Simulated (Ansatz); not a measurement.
# KF under a change: pressure 9 GPa

Base system: KF in the rock salt structure (space group Fm-3m, No. 225; a = 5.3183 Å).

The change: cell and atoms relaxed at a pressure of 9 GPa.

The values are results of r2SCAN in Ansatz (plane waves to 500 eV, PAW, scalar-relativistic without spin-orbit coupling), not measurements. Settings: 11×11×11 k-points, 0.05 eV Fermi–Dirac smearing.

```tsv
quantity	base	changed	shift
volume per atom	18.80 Å³	15.89 Å³	-2.91 Å³
density	2.57 g/cm³	3.04 g/cm³	+0.47 g/cm³
shortest interatomic distance	2.659 Å	2.514 Å	-0.145 Å
enthalpy H = E + PV relative to the base's energy	–	+0.96 eV/atom	–
band gap	6.91 eV	7.91 eV	+1.00 eV
smallest direct gap	6.91 eV	7.93 eV	+1.02 eV
width of the top valence band	0.35 eV	0.54 eV	+0.195 eV
electron mass	0.54 mₑ (at Γ)	0.52 mₑ (at Γ)	–
valley order (the lowest conduction-band minima on the path, energy above the VBM, named in the base's zone)	Γ 6.91 eV; X along ⟨100⟩ 8.79 eV	Γ 7.91 eV; X along ⟨100⟩ 8.85 eV	–
```

Final structure:

```
KF
1.0
    0.00000     2.51407     2.51407
    2.51407     0.00000     2.51407
    2.51407     2.51407     0.00000
F K
1 1
Direct
  0.00000   0.00000   0.00000
  0.50000   0.50000   0.50000
```

Load acts through the strain it causes; cell and atoms are relaxed under it. Masses are band curvatures over ±0.01 Å⁻¹ around the edge. No phonon test of stability was made. No other phases were tried under pressure.

Ansatz is a first-principles code.
